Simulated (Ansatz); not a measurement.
Functionals compared on a constructed model of the (100) surface of fcc Pd, a pseudomorphic layer of Ti in the host's stacking (bottom of the slab: a bare face, its two planes held), in Ansatz (plane waves, PAW). The structure was relaxed with PBE; the other rows are single points on it. Cutoff 420 eV (500 eV for r2SCAN).

Slab: 7 atoms, 12.3 Å thick at the start; k 13x13x1, smearing 0.1 eV, dipole-corrected; 2 atoms held, the rest relaxed; held to the start's symmetry, so lower structures may exist; no spin, no spin-orbit, no U. It is one candidate, not shown to be the stable structure of the face. These notes are the PBE run's.

```csv
functional,work function of the top face (eV),rough cost of the single point
PBE,4.38,–
RPBE,…,roughly 19 core-seconds
r2SCAN,4.46,roughly 50 core-seconds
```

Problem. Complete the blanks.

Solution. 
- RPBE, work function of the top face (eV): 4.24

Ansatz is a program for electronic structure.
